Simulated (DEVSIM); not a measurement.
Structure: Pd/Si3N4/n-GaAs capacitor, at 400 K.

Layer 1 from the left is Si3N4, thickness (nm) 14.0. Layer 2 from the left is GaAs, thickness (nm) 2100, Nd (cm⁻³) 9.4e16.

Metal gate on the left, work function 5.2 eV. Fixed charge at the semiconductor interface -6.5e11 cm⁻² (in units of +e); no interface traps.

This is a model device: material constants are rounded textbook-type values typed into the input, and sizes, dopings and lifetimes were drawn at random. Values at 300 K; Nc and Nv go as T^1.5, mobilities as T to minus their exponent, the gap by Varshni's rule with the affinity fixed.

Si3N4: gap (eV) 5.1, affinity (eV) 2.1, permittivity 7.5. GaAs: gap (eV) 1.424, affinity (eV) 4.07, permittivity 12.9, Nc (cm⁻³) 4.7e17, Nv (cm⁻³) 9e18, Varshni α (eV/K) 0.000541, Varshni β (K) 204.

Simulated with DEVSIM: 1D Poisson equation in equilibrium, Boltzmann statistics, complete ionisation; no quantum confinement or tunnelling. Metal contacts follow the ideal Schottky-Mott rule: no Fermi-level pinning, no interface dipoles.

What does the simulation give for the flat-band voltage, the threshold voltage (band bending 2φF), the minimum of the low-frequency capacitance?

flat-band voltage 1.28 V; threshold voltage (band bending 2φF) -0.27 V; minimum of the low-frequency capacitance 0.0800 μF/cm².
